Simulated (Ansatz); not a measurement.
## A computed series for BN: alloy series

The parent structure is BN in the zinc blende structure (space group F-43m, No. 216; a = 3.6051 Å).

The other end (x = 1) is BAs in the zinc blende structure (space group F-43m, No. 216): 13.55 Å³/atom, gap 1.08 eV.

As replaces a fraction x of N; each row is one arrangement (x, atoms in the cell, starting space group or random), fully relaxed.

Calculations: DFT with PBEsol, PAW potentials and a 420 eV plane-wave cutoff in Ansatz (a first-principles code), no spin-orbit coupling, earlier PAW set.

Problem. Only one of these keeps a band gap. Which?
A. x(As) = 0.75, 8 atoms, R3m
B. x(As) = 0.5, 8 atoms, Pmn2_1
C. x(As) = 0.5, 8 atoms, P-4m2
D. x(As) = 0.5, 8 atoms, R3m

Solution. C, x(As) = 0.5, 8 atoms, P-4m2. Computed: x(As) = 0.5, 8 atoms, R3m: zero; x(As) = 0.75, 8 atoms, R3m: zero; x(As) = 0.5, 8 atoms, P-4m2: 0.61 eV; x(As) = 0.5, 8 atoms, Pmn2_1: zero

Each cell is one ordered arrangement of few atoms, which overstates ordering effects compared with a random alloy. Whether these cells are dynamically stable was not tested. All final runs are without spin polarisation. A zero or small gap of B2AsN and B4As3N can be the functional's error rather than a property of the material.
